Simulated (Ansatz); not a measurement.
A self-consistent single point of CdO (Fm-3m, 2 atoms in the cell) with Ansatz (an electronic-structure program).

Computed with LDA (PW92), default PAW files made with PBE (plane waves; Ansatz).

```
CdO
1.0
    0.00000     2.34801     2.34801
    2.34801     0.00000     2.34801
    2.34801     2.34801     0.00000
Cd O
1 1
Direct
  0.00000   0.00000   0.00000
  0.50000   0.50000   0.50000
```

Reference input (self-consistent single point, DFT, PBE, plane waves, default PAW files): kpoints.mp_grid.grid = 10 10 10; hamiltonian.xc = pbe; hamiltonian.pseudopotentials = {kind: paw} (the program's default PAW files); scf.occupations.method = gaussian; scf.occupations.width = 0.0073 Ry. This run's input differs from it in these lines:

Ansatz 0.2 input:
```diff
@@ -12,3 +12,3 @@
 hamiltonian:
-  xc: pbe
+  xc: lda
   pseudopotentials: { kind: paw }
```

Log, with long lists cut:

```
SCF iter   1: F=—  HF=-8672.742756 eV  |F-HF|=—  |Δ(HF+E_count)|=         —  Δρ=1.94e-2  dr2=8.48e-2  ethr=1.77e-3  ⟨swp⟩=4.7  Hψ=3441  notcnv=0
all-band conjugate gradients solve this SCF's bands
preconditioner: auto → none
SCF iter   2: F=—  HF=-8672.722480 eV  |F-HF|=—  |Δ(HF+E_count)|=   2.03e-2  Δρ=6.77e-3  dr2=1.27e-2  ethr=3.26e-4  ⟨swp⟩=3.0  Hψ=1704  notcnv=0
   [... lines left out ...]
SCF iter   5: F=—  HF=-8672.719259 eV  |F-HF|=—  |Δ(HF+E_count)|=   1.72e-5  Δρ=2.65e-5  dr2=6.78e-8  ethr=1.15e-7  ⟨swp⟩=2.2  Hψ=959  notcnv=0
SCF iter   6: F=-8672.719259 eV  HF=-8672.719259 eV  |F-HF|=3.27e-9  |Δ(HF+E_count)|=   5.64e-8  Δρ=4.80e-6  dr2=4.83e-9  ethr=2.61e-10  ⟨swp⟩=2.1  Hψ=2753  notcnv=0
the last iteration of the SCF fills more bands at one k-point than at another …
SCF 1 converged in 6 iterations: F = -8672.719259 eV  dr2 = 4.83e-9
Free energy (F): -8672.719259 eV
Internal energy: -8672.718943 eV  (E = F + TS)
E sigma→0 (E₀):  -8672.719101 eV
Entropy (-TS):   -0.000316 eV (-0.158 meV/atom)
Fermi energy:    12.437031 eV
--- Forces (eV/Å), atoms counted from 1 ---
  atom   1  Cd    -0.00000000     0.00000000     0.00000000
  atom   2  O      0.00000000     0.00000000     0.00000000
--- Stress (GPa, compression-positive) ---
       -5.886959      -0.000000      -0.000000
        0.000000      -5.886959       0.000000
       -0.000000       0.000000      -5.886959
  P = ⅓ Tr σ = -5.8870 GPa (-58.870 kbar)
  The stress holds the Pulay correction. Without it, at fixed plane waves, as pw.x and ABINIT print it: P = -6.5419 GPa
```

The run converged in 6 iterations. Against the reference run the pressure goes from 6.38 to -5.89 GPa.

The starting cell comes from a database of computed structures (which also holds hypothetical and non-ambient phases and stackings), without a prior relaxation at this level. Its lattice was rescaled by a random factor within 2.5 % of one. With a pressure of about -6 GPa the cell is away from its equilibrium volume at this level. Ansatz's pressure includes its estimate of the finite-basis (Pulay) stress. Without the estimate this run gives -6.54 GPa. The run gives no clean gap (levels at the Fermi energy touch, overlap or are partly filled at this smearing), which alone does not show that the compound is a metal.
